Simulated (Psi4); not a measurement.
Psi4 1.11, HF/def2-svp: Sn(Cl)2(NH2)(NMe2) (C[N](C)[Sn]([NH2])([Cl])[Cl]), 15 atoms. The geometry is a generated start, not checked to be a minimum at this level.

```yaml
task: energy
method: scf
basis: def2-svp
memory: 3 GB
maxiter: 100
keys_of_the_molecule_block: symmetry c1
scf_type: df (default)
scf_initial_accelerator: adiis (default)
e_convergence: 1e-06 (default)
d_convergence: 1e-06 (default)
effective_core_potentials: those of the basis set, past Kr
basis_functions: 158
```

```xyz
15

C     -0.7853    -1.2490     0.8918
N     -0.4386    -0.5507    -0.3195
C     -1.6115    -0.2427    -1.0930
Sn     0.8757     1.1656     0.0616
N      2.8836     0.6363     0.0835
Cl     0.4707     2.2931     2.0859
Cl     0.7405     2.7092    -1.6657
H     -1.5031    -0.7066     1.5170
H     -1.2346    -2.2031     0.6076
H      0.1145    -1.4560     1.4723
H     -1.9802    -1.1807    -1.5139
H     -2.4145     0.2110    -0.5043
H     -1.3509     0.4101    -1.9247
H      3.1535     0.1968     0.9548
H      3.0803    -0.0334    -0.6534
```

With the defaults (damping_percentage = 0, level_shift = 0, level_shift_cutoff = 0.01, guess = auto, which took SAD, soscf = false, diis_max_vecs = 10) it converges in 9 SCF iterations. One run each on 2 threads, with these changes:
- diis_max_vecs = 6
- soscf = true
- guess = core
- damping_percentage = 60
- guess = modhuckel
- level_shift = 0.5, level_shift_cutoff = 0.001
- level_shift = 0.1, level_shift_cutoff = 0.001
- guess = sapgau
- guess = sap

Q: Which of these changes keep the SCF from converging, or lead it to another solution?

A: No convergence: damping_percentage = 60 (the run ends without SCF convergence in 100 iterations). The rest reach the solution of the defaults.

```tsv
setting	SCF iterations	JK calls	end
soscf = true	6	22	same solution
the defaults	9	10	same solution
level_shift = 0.1, level_shift_cutoff = 0.001	9	10	same solution
diis_max_vecs = 6	9	10	same solution
level_shift = 0.5, level_shift_cutoff = 0.001	10	11	same solution
guess = modhuckel	12	40	same solution
guess = sap	15	15	same solution
guess = core	15	15	same solution
guess = sapgau	17	17	same solution
damping_percentage = 60	100	101	no convergence
```

An SOSCF iteration holds several JK calls; a Hückel guess adds calls on atoms.
